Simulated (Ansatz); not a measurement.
BeF2 in the rutile structure (space group P4_2/mnm, No. 136; a hypothetical phase, not in the database extracts checked)

Space group P4₂/mnm (No. 136); a = 4.228 Å, b = 4.228 Å, c = 2.540 Å, α = 90.00°, β = 90.00°, γ = 90.00°

| atom | site | symmetry | x | y | z |
|---|---|---|---|---|---|
| Be | 2a | m.mm | 0.0000 | 0.0000 | 0.0000 |
| F | 4f | m.2m | 0.3102 | 0.3102 | 0.0000 |

Method: PBEsol in Ansatz (plane waves to 420 eV, PAW, no spin-orbit coupling). Γ-centred 8×8×13 mesh, Fermi–Dirac width 0.05 eV.

| Quantity | Result |
|---|---|
| Volume per atom | 7.57 Å³ |
| Density | 3.44 g/cm³ |
| Band gap | 8.93 eV, direct at Γ |
| Lowest conduction-band minima above the VBM | Γ 8.93 eV |
| Total energy | -564.884 eV/atom (σ→0; compares only within this code and set-up) |

No phonon test of stability was made.

Ansatz is a program for electronic structure.
